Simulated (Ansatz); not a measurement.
The parent structure is GaP in the zinc blende structure (space group F-43m, No. 216; a = 5.5064 Å).

(Cell as relaxed with PBE.)

Levels (all Ansatz, a first-principles code, PAW, earlier PAW set): PBE (420 eV, scalar-relativistic without spin-orbit coupling); r2SCAN (500 eV, no SOC).

Each level relaxes its own structure.

```csv
base,PBE,r2SCAN
volume per atom,20.87 Å³,20.25 Å³
lattice parameter a,5.506 Å,5.452 Å
band gap,1.58 eV,1.85 eV
```

Perturbation: hydrostatic tension (pressure −1 GPa).

```json
[
 {"quantity": "gap character", "PBE": "direct at Γ", "r2SCAN": "indirect, Γ → Γ–X (87 % along)"},
 {"quantity": "hole mass (degenerate bands, along [100])", "PBE": "0.092, 0.40, 0.40 mₑ (at Γ)", "r2SCAN": "0.12, 0.37, 0.37 mₑ (at Γ)"},
 {"quantity": "band gap", "PBE": "1.47 eV", "r2SCAN": "1.87 eV"}
]
```

They disagree on the gap character; PBE's band gap lies 0.40 eV below r2SCAN's. Neither level is exact; r2SCAN is the comparison here, not a measurement.

Load acts through the strain it causes; cell and atoms are relaxed under it. Masses are band curvatures over ±0.01 Å⁻¹ around the edge. Stability against distortions was not tested.
